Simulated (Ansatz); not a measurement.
Crystal: BeTe (F-43m, zinc blende, not sure to be the ambient phase, 2 atoms a cell, 22.7 Å³ an atom); both levels run on this one cell.

Complex bands along the normal of (111) by Ansatz (plane waves, PAW, no spin-orbit coupling). r2SCAN gives a gap of 2.38 eV and a slowest mid-gap decay of 0.164 1/Å.

Q: What does PBE give on the same cell, and what does that do to the current through 2 nm?

A: Gap 2.03 eV, κ = 0.151 1/Å. The mid-gap transmission through 2 nm changes by exp(2 × 20 × (0.164 − 0.151)) = a factor of 1.7 against r2SCAN.

Ansatz is a first-principles code.
